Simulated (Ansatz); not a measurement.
Phonon-limited resistivity of Be$_{5}$Au (F-43m) against temperature in μΩ·cm, PBEsol, DFPT electron-phonon coupling, linearised Boltzmann equation (Ansatz, a quantum-chemistry and plane-wave program), harmonic crystal at a fixed cell.

| T | ρ |
|---|---|
| 50 K | 0.36 |
| 77 K | 1.02 |
| 100 K | (withheld) |
| 150 K | (withheld) |
| 200 K | 7.9 |
| 250 K | 11.5 |
| 273 K | 13.2 |
| 300 K | 15.2 |
| 350 K | 18.9 |
| 400 K | 23 |
| 500 K | 30 |
| 600 K | 36 |
| 800 K | 50 |

**Question.** Some entries are withheld; supply them.

**Answer.** 
- 100 K, ρ: 1.85
- 150 K, ρ: 4.5

A metal at this level (no band gap). Only scattering by harmonic phonons is included (no impurities, grain boundaries, electron-electron scattering or thermal expansion). Spin-orbit coupling is left out, which matters with elements this heavy. Halving the electron mesh (24x24x24) moves the resistivity by up to 3 %. Smearing 0.20 eV; phonons on a 4x4x4 q mesh, which this run doesn't test and which matters most at low temperature.

Formula and space group known from diffraction (Crystallography Open Database), not checked to be the room-temperature form: Be5Au (F-43m).
